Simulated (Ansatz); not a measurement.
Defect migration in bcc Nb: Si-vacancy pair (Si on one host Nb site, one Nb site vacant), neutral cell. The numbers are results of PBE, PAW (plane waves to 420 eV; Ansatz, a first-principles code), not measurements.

Cell of 36 host sites held at the relaxed PBE lattice; a 2×2×3 k-point mesh shifted by half a step; Fermi-Dirac width 0.10 eV, spin-restricted; finite-size errors left in. Energies are static. Forms of the defect that were not tried may lie lower.

Barriers: single points on a 3×3×4 k-point mesh shifted by half a step at the bands' geometries.

Relaxed starting cell (atoms counted from 1):

```yaml
crystal:
  lattice:
    - [9.93269, 0.00000, 0.00000]
    - [0.00000, 9.93269, 0.00000]
    - [0.00000, 0.00000, 6.62179]
  atoms:
    - { symbol: Si, position: [0.00681, 0.00593, 0.01777] }
    - { symbol: Nb, position: [0.00902, 0.00812, 0.46655] }
    - { symbol: Nb, position: [0.00847, 0.31640, 0.01020] }
    - { symbol: Nb, position: [0.00016, 0.33058, 0.50161] }
    - { symbol: Nb, position: [0.00076, 0.66722, 0.00020] }
    - { symbol: Nb, position: [0.00063, 0.66803, 0.50354] }
    - { symbol: Nb, position: [0.31731, 0.00760, 0.01009] }
    - { symbol: Nb, position: [0.33147, 0.99932, 0.50151] }
    - { symbol: Nb, position: [0.33001, 0.32917, 0.99599] }
    - { symbol: Nb, position: [0.32849, 0.32761, 0.48884] }
    - { symbol: Nb, position: [0.33491, 0.66749, 0.99936] }
    - { symbol: Nb, position: [0.33763, 0.66333, 0.50318] }
    - { symbol: Nb, position: [0.66809, 0.99991, 0.00011] }
    - { symbol: Nb, position: [0.66889, 0.99977, 0.50340] }
    - { symbol: Nb, position: [0.66834, 0.33404, 0.99932] }
    - { symbol: Nb, position: [0.66422, 0.33677, 0.50314] }
    - { symbol: Nb, position: [0.66968, 0.66885, 0.00184] }
    - { symbol: Nb, position: [0.66662, 0.66573, 0.50329] }
    - { symbol: Nb, position: [0.16261, 0.16171, 0.74494] }
    - { symbol: Nb, position: [0.16607, 0.50194, 0.24845] }
    - { symbol: Nb, position: [0.16738, 0.49582, 0.75118] }
    - { symbol: Nb, position: [0.16719, 0.82738, 0.24989] }
    - { symbol: Nb, position: [0.16329, 0.83979, 0.75180] }
    - { symbol: Nb, position: [0.50282, 0.16520, 0.24832] }
    - { symbol: Nb, position: [0.49669, 0.16651, 0.75105] }
    - { symbol: Nb, position: [0.49927, 0.49842, 0.24979] }
    - { symbol: Nb, position: [0.50092, 0.50005, 0.75057] }
    - { symbol: Nb, position: [0.49918, 0.83548, 0.25272] }
    - { symbol: Nb, position: [0.50081, 0.83398, 0.75438] }
    - { symbol: Nb, position: [0.82822, 0.16632, 0.24981] }
    - { symbol: Nb, position: [0.84067, 0.16244, 0.75175] }
    - { symbol: Nb, position: [0.83634, 0.49832, 0.25283] }
    - { symbol: Nb, position: [0.83484, 0.49992, 0.75447] }
    - { symbol: Nb, position: [0.83773, 0.83688, 0.24984] }
    - { symbol: Nb, position: [0.84004, 0.83918, 0.75054] }
```

End state 1 differs by these moves (Å; atoms that move under 0.08 Å are left out):

```json
[
 {"atom": "1", "element": "Si", "Δx": "1.53", "Δy": "1.53", "Δz": "1.44"},
 {"atom": "2", "element": "Nb", "Δx": "-0.04", "Δy": "-0.04", "Δz": "0.28"},
 {"atom": "3", "element": "Nb", "Δx": "-0.08", "Δy": "0.22", "Δz": "-0.05"},
 {"atom": "7", "element": "Nb", "Δx": "0.22", "Δy": "-0.08", "Δz": "-0.04"},
 {"atom": "10", "element": "Nb", "Δx": "-0.01", "Δy": "-0.01", "Δz": "0.09"},
 {"atom": "19", "element": "Nb", "Δx": "-0.04", "Δy": "-0.04", "Δz": "0.28"},
 {"atom": "22", "element": "Nb", "Δx": "-0.08", "Δy": "0.22", "Δz": "-0.05"},
 {"atom": "30", "element": "Nb", "Δx": "0.22", "Δy": "-0.08", "Δz": "-0.04"},
 {"atom": "35", "element": "Nb", "Δx": "-0.01", "Δy": "-0.01", "Δz": "0.09"}
]
```

### Question
What is the computed forward and backward barriers to end state 1 (PBE, PAW)?

### Answer
forward 0.58 eV, backward 0.58 eV; at the saddle point atom 1 has neighbours 2 Nb at 2.71, 4 Nb at 2.73, 2 Nb at 3.51, 2 Nb at 3.53 Å. The saddle point's order was not checked, and it lies on a symmetry element of the cell, where a band can be held.
